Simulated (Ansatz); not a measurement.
Consider a 24-atom cell of (Ti,Mo)Si2 started in the TiSi2 (C54) type structure, site fractions Ti 0.875, Mo 0.125, short-range order -0.14 in the first shell of the mixed sites (0 is random, a negative value favours unlike neighbours), space group I222 at the end, an ordered arrangement that its symmetry holds. Its start:

```yaml
crystal:
  lattice:
    - [-4.84162, 4.05873, -4.31072]
    - [4.84162, 4.05873, 4.31072]
    - [4.84162, 4.05873, -4.31072]
  atoms:
    - { symbol: Ti, position: [0.75000, 0.00000, 0.25000] }
    - { symbol: Ti, position: [0.99898, 0.50000, 0.50103] }
    - { symbol: Mo, position: [0.25000, 0.00000, 0.75000] }
    - { symbol: Ti, position: [0.50102, 0.50000, 0.99897] }
    - { symbol: Ti, position: [0.87040, 0.49464, 0.13001] }
    - { symbol: Ti, position: [0.12465, 0.00040, 0.37000] }
    - { symbol: Ti, position: [0.37535, 0.50536, 0.62425] }
    - { symbol: Ti, position: [0.62960, 0.99959, 0.87576] }
    - { symbol: Si, position: [0.09509, 0.34509, 0.25000] }
    - { symbol: Si, position: [0.34351, 0.84794, 0.49539] }
    - { symbol: Si, position: [0.58332, 0.33331, 0.74998] }
    - { symbol: Si, position: [0.84334, 0.83890, 0.00461] }
    - { symbol: Si, position: [0.40491, 0.65491, 0.25000] }
    - { symbol: Si, position: [0.65666, 0.15205, 0.50444] }
    - { symbol: Si, position: [0.91668, 0.66669, 0.75001] }
    - { symbol: Si, position: [0.15649, 0.16110, 0.99556] }
    - { symbol: Si, position: [0.78252, 0.65698, 0.37800] }
    - { symbol: Si, position: [0.03015, 0.15382, 0.62361] }
    - { symbol: Si, position: [0.27743, 0.65377, 0.87639] }
    - { symbol: Si, position: [0.53498, 0.16052, 0.12199] }
    - { symbol: Si, position: [0.46984, 0.34624, 0.37633] }
    - { symbol: Si, position: [0.71748, 0.83948, 0.62554] }
    - { symbol: Si, position: [0.96502, 0.34302, 0.87446] }
    - { symbol: Si, position: [0.22257, 0.84618, 0.12366] }
```

The mixing enthalpy is taken against the end members in the TiSi2 (C54) type type (which need not be the stable form of TiSi2 and MoSi2), relaxed in the same cell and mesh.

All values below come from PBE (plane waves to 420 eV, PAW; Ansatz, an electronic-structure program). Scalar-relativistic, without spin–orbit coupling; the runs are not spin-polarised. Its k-point mesh 5×5×5, Fermi–Dirac width 0.05 eV.

```csv
end member,weight,volume per atom (Å³)
TiSi2,0.875,14.18
MoSi2,0.125,13.56
```

Problem. Predict the alloy's volume, bond lengths and mixing enthalpy.

Solution. The volume per atom comes out as 14.06 Å³. The Si–Ti bonds is 2.676 Å on average, from 2.552 to 2.819 (70), the Mo–Si bonds is 2.677 Å on average, from 2.561 to 2.761 (10) and the mixing enthalpy per site of the mixed sublattice is -36 meV. The departure of the mean lattice parameter from Vegard's line is under 0.15 %, inside the noise of the relaxations.
